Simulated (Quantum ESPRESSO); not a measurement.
Quantum ESPRESSO run on SiC (P6_3mc, 12 atoms in the cell): self-consistent single point.

Method: PBE, GBRV 1.5 ultrasoft (PBE) pseudopotentials (plane waves; Quantum ESPRESSO).

```
SiC
1.0
    3.10677     0.00000     0.00000
   -1.55339     2.69054     0.00000
    0.00000     0.00000    15.24604
Si C
6 6
Direct
  0.33333   0.66667   0.83299
  0.66667   0.33333   0.33299
  0.66667   0.33333   0.66650
  0.33333   0.66667   0.16650
  0.00000   0.00000   0.49973
  0.00000   0.00000   0.99973
  0.00000   0.00000   0.87437
  0.00000   0.00000   0.37437
  0.33333   0.66667   0.70800
  0.66667   0.33333   0.20800
  0.66667   0.33333   0.54152
  0.33333   0.66667   0.04152
```

Reference input (self-consistent single point, DFT, PBE, plane waves, GBRV 1.5 ultrasoft (PBE) pseudopotentials): ecutwfc = 40 Ry; ecutrho = 200 Ry; occupations = fixed; potentials = {Si: si_pbe_v1.uspp.F.UPF, C: c_pbe_v1.2.uspp.F.UPF}; K_POINTS = automatic 8 8 2 0 0 0; nbnd = 30; conv_thr = 1e-11 Ry. This run's input differs from it in these lines:

```diff
@@ -14,4 +14,4 @@
    ntyp = 2
-   ecutwfc = 40
-   ecutrho = 200
+   ecutwfc = 16
+   ecutrho = 80
    occupations = 'fixed'
```

Output (repeated stretches shortened):

```
     Self-consistent Calculation

     iteration #  1     ecut=    16.00 Ry     beta= 0.70

     total energy              =    -125.69551843 Ry
     estimated scf accuracy    <       2.13636548 Ry

     iteration #  2     ecut=    16.00 Ry     beta= 0.70

     total energy              =    -126.29340379 Ry
     estimated scf accuracy    <       0.67487284 Ry

     iteration #  3     ecut=    16.00 Ry     beta= 0.70

     total energy              =    -126.39972034 Ry
     estimated scf accuracy    <       0.00720788 Ry

   [... 7 blocks of this kind left out ...]

     iteration # 11     ecut=    16.00 Ry     beta= 0.70

     total energy              =    -126.40129437 Ry
     estimated scf accuracy    <          9.1E-10 Ry

     iteration # 12     ecut=    16.00 Ry     beta= 0.70
     End of self-consistent calculation

     highest occupied, lowest unoccupied level (ev):     9.1954   11.2373

!    total energy              =    -126.40129437 Ry
     estimated scf accuracy    <          8.7E-12 Ry

     convergence has been achieved in  12 iterations

     Forces acting on atoms (cartesian axes, Ry/au):

     atom    1 type  1   force =     0.00000000    0.00000000    0.00039740
     atom    2 type  1   force =    -0.00000000    0.00000000    0.00039740
     atom    3 type  1   force =    -0.00000000   -0.00000000   -0.00032248
     atom    4 type  1   force =     0.00000000    0.00000000   -0.00032248
     atom    5 type  1   force =    -0.00000000   -0.00000000   -0.00030232
     atom    6 type  1   force =     0.00000000    0.00000000   -0.00030232
   [... lines left out ...]

     Total force =     0.001072     Total SCF correction =     0.000004

          total   stress  (Ry/bohr**3)                   (kbar)     P=     -198.69
  -0.00135146  -0.00000000   0.00000000         -198.81       -0.00        0.00
  -0.00000000  -0.00135146   0.00000000           -0.00     -198.81        0.00
   0.00000000   0.00000000  -0.00134919            0.00        0.00     -198.47

   JOB DONE.
```

The run converged in 12 iterations. Against the reference run the free energy goes up by 342 meV/atom, the pressure goes from -2.66 to -19.87 GPa, the largest force goes from 0.001 to 0.011 eV/Å and the gap on the mesh moves little (2.041 to 2.042 eV).

The starting cell comes from a database of computed structures (which also holds hypothetical and non-ambient phases and stackings), without a prior relaxation at this level. Its lattice was rescaled by a random factor within 2.5 % of one. At the lowered cutoff the pressure carries the error of an incomplete plane-wave basis.
